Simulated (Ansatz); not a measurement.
A periodic model of amorphous Si24O51Mo:

```yaml
crystal:
  lattice:
    - [10.94319, 0.21453, 0.25396]
    - [0.21453, 11.34176, 0.08277]
    - [0.25396, 0.08277, 9.68295]
  atoms:
    - { symbol: Si, position: [0.61281, 0.20432, 0.32087] }
    - { symbol: Si, position: [0.29753, 0.99738, 0.49240] }
    - { symbol: Si, position: [0.93487, 0.90618, 0.81325] }
    - { symbol: Si, position: [0.33633, 0.80442, 0.11573] }
    - { symbol: Si, position: [0.23532, 0.74204, 0.43098] }
    - { symbol: Si, position: [0.97386, 0.09496, 0.63148] }
    - { symbol: Si, position: [0.19614, 0.21425, 0.66819] }
    - { symbol: Si, position: [0.68461, 0.26308, 0.00966] }
    - { symbol: Si, position: [0.97241, 0.84931, 0.51867] }
    - { symbol: Si, position: [0.53667, 0.63417, 0.98844] }
    - { symbol: Si, position: [0.39311, 0.37250, 0.33462] }
    - { symbol: Si, position: [0.25295, 0.45505, 0.50887] }
    - { symbol: Si, position: [0.95956, 0.61482, 0.20414] }
    - { symbol: Si, position: [0.22631, 0.02496, 0.18528] }
    - { symbol: Si, position: [0.96978, 0.50393, 0.51696] }
    - { symbol: Si, position: [0.70096, 0.62411, 0.23410] }
    - { symbol: Si, position: [0.57936, 0.01755, 0.52867] }
    - { symbol: Si, position: [0.73089, 0.07853, 0.76406] }
    - { symbol: Si, position: [0.93119, 0.36574, 0.09126] }
    - { symbol: Si, position: [0.43042, 0.40642, 0.02247] }
    - { symbol: Si, position: [0.19407, 0.25143, 0.98956] }
    - { symbol: Si, position: [0.70194, 0.77853, 0.46309] }
    - { symbol: Si, position: [0.79716, 0.37973, 0.36854] }
    - { symbol: Si, position: [0.08954, 0.82682, 0.06562] }
    - { symbol: O, position: [0.28787, 0.85402, 0.51625] }
    - { symbol: O, position: [0.46691, 0.24149, 0.33005] }
    - { symbol: O, position: [0.29712, 0.74805, 0.26889] }
    - { symbol: O, position: [0.67075, 0.66134, 0.56726] }
    - { symbol: O, position: [0.89062, 0.32306, 0.24834] }
    - { symbol: O, position: [0.62634, 0.88070, 0.54208] }
    - { symbol: O, position: [0.78820, 0.94897, 0.81948] }
    - { symbol: O, position: [0.24150, 0.38342, 0.35486] }
    - { symbol: O, position: [0.68490, 0.29767, 0.40973] }
    - { symbol: O, position: [0.10428, 0.95005, 0.15006] }
    - { symbol: O, position: [0.73201, 0.50664, 0.32477] }
    - { symbol: O, position: [0.05487, 0.71524, 0.16515] }
    - { symbol: O, position: [0.44146, 0.02113, 0.48531] }
    - { symbol: O, position: [0.34946, 0.94673, 0.13281] }
    - { symbol: O, position: [0.64807, 0.65453, 0.86286] }
    - { symbol: O, position: [0.19601, 0.19903, 0.83626] }
    - { symbol: O, position: [0.88996, 0.57374, 0.65620] }
    - { symbol: O, position: [0.08614, 0.77978, 0.43976] }
    - { symbol: O, position: [0.44449, 0.53533, 0.94120] }
    - { symbol: O, position: [0.61563, 0.58518, 0.11461] }
    - { symbol: O, position: [0.10177, 0.47499, 0.56776] }
    - { symbol: O, position: [0.98348, 0.99388, 0.50832] }
    - { symbol: O, position: [0.60480, 0.07005, 0.68073] }
    - { symbol: O, position: [0.96977, 0.57496, 0.36743] }
    - { symbol: O, position: [0.84639, 0.80496, 0.44885] }
    - { symbol: O, position: [0.01133, 0.02397, 0.77493] }
    - { symbol: O, position: [0.95713, 0.81350, 0.68456] }
    - { symbol: O, position: [0.05218, 0.29722, 0.02606] }
    - { symbol: O, position: [0.97174, 0.50280, 0.09955] }
    - { symbol: O, position: [0.23144, 0.04091, 0.35128] }
    - { symbol: O, position: [0.55579, 0.33129, 0.97353] }
    - { symbol: O, position: [0.24836, 0.08252, 0.61744] }
    - { symbol: O, position: [0.70736, 0.16000, 0.89772] }
    - { symbol: O, position: [0.46355, 0.75393, 0.03758] }
    - { symbol: O, position: [0.30089, 0.34975, 0.98991] }
    - { symbol: O, position: [0.64037, 0.73424, 0.32512] }
    - { symbol: O, position: [0.80633, 0.34801, 0.00259] }
    - { symbol: O, position: [0.98422, 0.84455, 0.95289] }
    - { symbol: O, position: [0.87755, 0.39586, 0.50298] }
    - { symbol: O, position: [0.22605, 0.15130, 0.10606] }
    - { symbol: O, position: [0.43348, 0.43340, 0.18595] }
    - { symbol: O, position: [0.22790, 0.78770, 0.00556] }
    - { symbol: O, position: [0.64911, 0.07819, 0.39457] }
    - { symbol: O, position: [0.25902, 0.61179, 0.49447] }
    - { symbol: O, position: [0.82720, 0.67713, 0.17122] }
    - { symbol: O, position: [0.82973, 0.13689, 0.65322] }
    - { symbol: O, position: [0.41395, 0.44663, 0.47359] }
    - { symbol: O, position: [0.26377, 0.33363, 0.62343] }
    - { symbol: O, position: [0.66991, 0.44485, 0.70376] }
    - { symbol: O, position: [0.66837, 0.20140, 0.16193] }
    - { symbol: O, position: [0.05479, 0.21079, 0.61227] }
    - { symbol: Mo, position: [0.72634, 0.57895, 0.71144] }
```

Methods: PBE, scalar-relativistic without spin-orbit coupling (Ansatz, an electronic-structure program); r2SCAN, scalar-relativistic without spin-orbit coupling (Ansatz); HSE06, scalar-relativistic without spin-orbit coupling (Ansatz). Neutral PBE cell, which sets geometry, pressure and energy: sampling: a 2×2×2 Γ-centred mesh; Fermi-Dirac width 0.02 eV; no spin polarisation. Exact exchange is cut at the faces of this 10 Å cell, which leaves hybrid gaps a finite-size error.

Preparation: random packing, a CHGNet melt and quench, and a DFT relaxation. O atoms were pushed apart under 1.9 Å during the dynamics, to hinder bonds among them. The hot cell started wider than the set density and was brought back towards it in steps. It is the lowest in DFT energy of 2 quenches. It is a model cell: composition and starting density were chosen by hand, and all elements were melted together. No dispersion term was used. Its density started from a set value of 2.30 and ended at 2.19 g/cm³. Cooling (nominally 320 K/ps over its main leg) ran many orders faster than in experiment, which tends to leave more defects and strain. One small periodic cell is one sample of the glass; other quenches scatter about these values. Volume and shape were free in the relaxation.

Task: Give the pressure and the spacing of the highest filled and lowest empty levels.

Result: 
* **Pressure on a 2×2×2 Γ-centred mesh**: 0.00 GPa
* **Largest force and stress component on that mesh (the relaxation ran on the zone centre alone)**: 0.02 eV/Å and 0.0 GPa
* **Gap between localised states on a 2×2×2 Γ-centred mesh (PBE)**: 1.17 eV
* **Gap between localised states at the zone centre (PBE)**: 1.17 eV
* **Gap between localised states at the zone centre (r2SCAN)**: 1.46 eV
* **Gap between localised states at the zone centre (HSE06)**: 2.62 eV
* **Distance between the nearest levels spread over more than a fifth of the atoms or a third of the atoms of their main element (six at least) (PBE, zone centre)**: 5.33 eV

Task: At PBE and the zone centre, how localised are the states just below and above the Fermi level (participation number: the atoms over which a state spreads)?

Result: The highest filled state is spread over 3.4 atoms' worth, largest on O71, with weights by element (charge in smoothed Voronoi cells) O 0.95, Si 0.05, Mo 0.00. The lowest empty state is spread over 2.8 atoms' worth, largest on Mo76, with weights by element (charge in smoothed Voronoi cells) Mo 0.56, O 0.40, Si 0.03.

At PBE the levels at both edges of the gap are localised (band-tail or defect states), and the nearest spread-out levels lie 5.3 eV apart at the zone centre.

Cut-offs for bonds: Si-Si 2.60 Å, Si-O 1.96 Å, Si-Mo 2.74 Å, O-O 1.58 Å, O-Mo 2.42 Å, Mo-Mo 3.04 Å. Two cations that share two anions don't count as bonded, nor two that share one unless they lie closer than Si-Si 2.38 Å, Si-Mo 2.66 Å, Mo-Mo 2.95 Å.

Added carriers, by PBE, scalar-relativistic without spin-orbit coupling (Ansatz) on the zone centre alone. Charged cells keep the cell fixed and stand in a uniform background, with no image correction, at a width of 0.01 eV; where the count is odd the moment is locked at 1 μB, unless the neutral cell bore moments. Each starts from the undistorted neutral geometry alone. PBE's self-interaction favours spread-out carriers, so it can miss traps that a hybrid finds.

Task: What happens at PBE when the cell takes an extra electron and the atoms relax?

Result: Relaxation lowers the charged cell by 0.86 eV. The largest moves are O73 0.34 Å, Mo76 0.19 Å, Si22 0.15 Å, O28 0.14 Å. The level that holds the added charge spreads over 2.5 atoms' worth, most on Mo76 (weight 0.61): a localised (trapped) carrier, which neighbours of that atom can share. No bond crosses its cut-off with a change of over 0.15 Å (metal-metal contacts aside). Made neutral again at that geometry, the cell lies +0.76 eV from the neutral start (a closed shell was imposed there, with levels 0.12 eV apart, so this is an upper bound).

Task: What happens at PBE when the cell takes a hole and the atoms relax?

Result: Relaxation lowers the charged cell by 0.36 eV. The largest moves are Si12 0.12 Å, O68 0.10 Å, O42 0.09 Å, O26 0.08 Å. The level that was emptied spreads over 4.1 atoms' worth, most on O71 (weight 0.39): a localised (trapped) carrier, which neighbours of that atom can share. No bond crosses its cut-off with a change of over 0.15 Å (metal-metal contacts aside). Made neutral again at that geometry, the cell lies +0.57 eV from the neutral start (a closed shell was imposed there, with levels 0.15 eV apart, so this is an upper bound).

A PBE run started with 1 μB on atoms that lack a bond or may hold spare charge lost its moments; other starts weren't tried.
